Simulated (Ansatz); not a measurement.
Base system: BeTe in the zinc blende structure (space group F-43m, No. 216; a = 5.6043 Å). Axes: x, y, z lie along the cube axes.

Level of theory: PBEsol in Ansatz (plane waves to 420 eV, PAW, no spin-orbit coupling).

It is then changed as follows: uniaxial strain ε_zz = +1.50 %, all other strain components held at zero, atoms relaxed at fixed cell.

Q: Predict the stress tensor and what it implies for the stiffness.

A: Stress of the strained cell less that of the base (GPa, compression positive):
```
  -0.57    0.00    0.00
   0.00   -0.57    0.00
   0.00    0.00   -1.48
```

Then −Δσ_ii/ε with ε = 0.0150 gives secant stiffness values (nonlinear terms included at this strain): C33 ≈ 99 GPa, C13 ≈ 38 GPa and C23 ≈ 38 GPa.

Whether these cells are dynamically stable was not tested.

Ansatz is a first-principles code.
